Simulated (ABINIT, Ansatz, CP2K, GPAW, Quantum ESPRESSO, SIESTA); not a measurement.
## Os (P6_3/mmc, 2 atoms in the cell) computed with different codes at matched settings

Self-consistent single point, at a second geometry (lattice scaled by 0.98). First geometry:

```
CELL_PARAMETERS angstrom
      1.36500    -2.36425     0.00000
      1.36500     2.36425     0.00000
      0.00000     0.00000     4.32000
ATOMIC_POSITIONS crystal
  Os 0.33333 0.66667 0.25000
  Os 0.66667 0.33333 0.75000
```

Shared settings, as Ansatz (an electronic-structure program) writes them: kpoints.mp_grid.grid = 11 11 6; scf.occupations.method = gaussian; scf.occupations.width = 0.01 Ry. Potentials and cutoffs stand in the table.

```csv
code,model,ΔF from the first geometry (meV/atom),pressure (GPa),cutoff
Quantum ESPRESSO,"PBE, SSSP 1.1.2 efficiency (PBE) pseudopotentials",125.2,40.77,40 Ry
ABINIT,"PBE, PAW (JTH v2.0 PBE PAW)",129.1,41.71,20 Ha
GPAW,"PBE, GPAW PAW datasets PBE (gpaw-data 1.0.1)",113.1,38.03,550 eV
SIESTA,"GGA PBE, numerical atomic orbitals DZP, PseudoDojo PBE standard norm-conserving potentials (rewritten from UPF to PSML)",151.7,47.49,grid 350 Ry
Ansatz,"PBE, default PAW files",126.7,41.01,30.9 Ry
CP2K,"PBE, GPW, DZVP-MOLOPT-SR-GTH basis, GTH-PBE potentials (GTH_POTENTIALS)",104.3,36.65,grid 500 Ry
```

On Ansatz's run: spin-orbit coupling is off. Spin polarisation is off.

The spread over the programs that give each value: ΔF from the first geometry within 47.4 meV/atom; pressure within 10.84 GPa.

SIESTA and CP2K use small atom-centred bases, whose incompleteness enters pressures, forces and empty levels differently from a plane-wave cutoff. Ansatz's pressure is given at a fixed set of plane waves, as the other plane-wave codes print theirs; with its correction for the finite basis it is 41.13 GPa. In the pressure, GPAW (by 2.86), SIESTA (by 6.60) and CP2K (by 4.24) lie more than 1 GPa from the median of the plane-wave programs.

The starting cell has typed, rounded lattice constants, without a prior relaxation at this level. For this run, on top of that: lattice scaled by 0.98.

Left out of this page: Elk and FLEUR (not drawn, or without a comparable value).

Keys are those of Ansatz 0.2.
